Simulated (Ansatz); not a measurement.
The structure below was relaxed with PBEsol (Ansatz, a first-principles code; PAW; 420 eV plane waves; scalar-relativistic without spin-orbit coupling), at pressure 7 GPa.

```yaml
crystal:
  lattice:
    - [0.00000, 1.76796, 1.76796]
    - [1.76796, 0.00000, 1.76796]
    - [1.76796, 1.76796, 0.00000]
  atoms:
    - { symbol: C, position: [0.50000, 0.50000, 0.50000] }
    - { symbol: C, position: [0.75000, 0.75000, 0.75000] }
```

Find the space group and the Wyckoff positions.

Space group Fd-3m, origin choice 1 (No. 227); a = b = c = 3.536 Å, α = β = γ = 90.00°

```json
[
 {"atom": "C", "site": "8a", "symmetry": "-43m", "x": "0.0000", "y": "0.0000", "z": "0.0000"}
]
```

Describe the coordination.

The crystal has 8 atoms in its conventional cell. Lattice parameters: a = b = c = 3.5359 Å, α = β = γ = 90.00°. C is surrounded by 4 C at 1.531 Å (tetrahedral). (Neighbours: up to the widest gap in distance over summed covalent radii, below 1.35, at either atom.)

Load acts through the strain it causes; cell and atoms are relaxed under it. Stability against distortions was not tested. No other phases were tried under pressure. The cell was made from C in the diamond structure (space group Fd-3m, No. 227) by this change: pressure 7 GPa.
